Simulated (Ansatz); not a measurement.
Consider CdS in the zinc blende structure (space group F-43m, No. 216).

```
CdS
1.0
    0.00000     2.96331     2.96331
    2.96331     0.00000     2.96331
    2.96331     2.96331     0.00000
S Cd
1 1
Direct
  0.75000   0.75000   0.75000
  0.00000   0.00000   0.00000
```

Computed with PBE/PAW in Ansatz (a quantum-chemistry and plane-wave program), without spin-orbit coupling.

For the base:

The band gap is 1.04 eV.

One thing is altered: cell and atoms relaxed at a pressure of 30 GPa.

Task: What happens to the band gap?

Result: The band gap grows by 0.55 eV to 1.59 eV.

Load acts through the strain it causes; cell and atoms are relaxed under it. No phonon test of stability was made. Tetrahedral semiconductors of this kind turn to denser phases somewhere between about 1 and 50 GPa; those were not computed, so compressed cells here can lie past the real transition.
